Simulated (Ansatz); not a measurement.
Effect of isotropic strain −0.52 % on TiAl3

Start from TiAl3 (space group I4/mmm, No. 139; a = 3.8459 Å, c = 8.6199 Å).

It is then changed as follows: the cell is scaled by 0.9948 in all directions, atoms relaxed at fixed cell.

Method: Ansatz (a first-principles code), PBE, PAW, cutoff 420 eV, no spin-orbit coupling. Settings: 17×17×17 k-points, 0.05 eV Fermi–Dirac smearing.

| quantity | base | changed | shift |
|---|---|---|---|
| volume per atom | 15.94 Å³ | 15.69 Å³ | -0.25 Å³ |
| space group | I4/mmm (No. 139) | I4/mmm (No. 139) | – |
| shortest interatomic distance | 2.719 Å | 2.705 Å | -0.014 Å |
| energy relative to the base (free energy F) | 0 meV/atom | +1.3 meV/atom | +1.3 meV/atom |
| pressure (mean of the normal stresses, compression positive) | 0.0 GPa | 1.7 GPa | +1.7 GPa |
| band gap | zero | zero | – |

Final structure:

```
TiAl3
1.0
   -1.91294     1.91294     4.28755
    1.91294    -1.91294     4.28755
    1.91294     1.91294    -4.28755
Al Ti
3 1
Direct
  0.50000   0.50000   0.00000
  0.75000   0.25000   0.50000
  0.25000   0.75000   0.50000
  0.00000   0.00000   0.00000
```

Whether these cells are dynamically stable was not tested. The final runs are not spin-polarised.
